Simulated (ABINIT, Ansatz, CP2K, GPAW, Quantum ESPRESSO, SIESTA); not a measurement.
# CaMg7 (P-6m2, 8 atoms in the cell) computed with different codes at matched settings

Self-consistent single point.

```yaml
crystal:
  lattice:
    - [6.78999, 0.00000, 0.00000]
    - [-3.39500, 5.88030, 0.00000]
    - [0.00000, 0.00000, 5.37007]
  atoms:
    - { symbol: Ca, position: [0.00000, 0.00000, 0.50000] }
    - { symbol: Mg, position: [0.00463, 0.50231, 0.50000] }
    - { symbol: Mg, position: [0.49768, 0.99537, 0.50000] }
    - { symbol: Mg, position: [0.49768, 0.50231, 0.50000] }
    - { symbol: Mg, position: [0.17020, 0.34040, 0.00000] }
    - { symbol: Mg, position: [0.17020, 0.82980, 0.00000] }
    - { symbol: Mg, position: [0.65960, 0.82980, 0.00000] }
    - { symbol: Mg, position: [0.66667, 0.33333, 0.00000] }
```

Shared settings, as Ansatz (a first-principles code) writes them: kpoints.mp_grid.grid = 4 4 5; scf.occupations.method = fermi_dirac; scf.occupations.width = 0.1 eV. Potentials and cutoffs stand in the table.

| code | model | pressure (GPa) | largest force (eV/Å) | cutoff |
|---|---|---|---|---|
| GPAW | LDA (Perdew-Wang 92), GPAW PAW datasets LDA (gpaw-data 1.0.1) | -3.50 | 0.097 | 850 eV |
| Quantum ESPRESSO | LDA (PZ), GBRV 1.5 ultrasoft (LDA) pseudopotentials | -3.54 | 0.091 | 40 Ry |
| CP2K | LDA (Pade form), GPW, DZVP-MOLOPT-SR-GTH basis, GTH-PADE potentials (GTH_POTENTIALS) | -2.68 | 0.181 | grid 1000 Ry |
| ABINIT | LDA (PW92), norm-conserving pseudopotentials (PseudoDojo nc-sr-04 LDA standard) | -3.51 | 0.088 | 1143 eV |
| Ansatz | LDA (PW92), PAW files made with PBE | -3.54 | 0.090 | 420 eV |
| SIESTA | LDA PW92, numerical atomic orbitals DZP, PseudoDojo LDA standard norm-conserving potentials (rewritten from UPF to PSML) | -2.64 | 0.332 | grid 350 Ry |

Size of the force on each atom (eV/Å): Sizes of forces hide their directions.

```
code                Ca1    Mg2    Mg3    Mg4    Mg5    Mg6    Mg7    Mg8
----------------  -----  -----  -----  -----  -----  -----  -----  -----
GPAW              0.000  0.031  0.031  0.031  0.097  0.097  0.097  0.000
Quantum ESPRESSO  0.000  0.031  0.031  0.031  0.091  0.091  0.091  0.000
CP2K              0.000  0.181  0.181  0.181  0.165  0.165  0.165  0.000
ABINIT            0.000  0.031  0.031  0.031  0.088  0.088  0.088  0.000
Ansatz            0.000  0.031  0.031  0.031  0.090  0.090  0.090  0.000
SIESTA            0.000  0.010  0.010  0.010  0.332  0.332  0.332  0.000
```

The spread over the programs that give each value: pressure within 0.90 GPa; largest force within 0.244 eV/Å.

CP2K and SIESTA use small atom-centred bases, whose incompleteness enters pressures, forces and empty levels differently from a plane-wave cutoff. Ansatz's pressure is given at a fixed set of plane waves, as the other plane-wave codes print theirs. The same LDA comes in different parametrisations, which differ slightly. In the force vectors, CP2K (by 0.150) and SIESTA (by 0.242) lie more than 0.08 eV/Å from the median of the plane-wave programs.

The starting cell comes from a database of computed structures (which also holds hypothetical and non-ambient phases and stackings), without a prior relaxation at this level. Its lattice was rescaled by a random factor within 2.5 % of one.

Left out of this page: Elk (not drawn, or without a comparable value).

Keys are those of Ansatz 0.2.
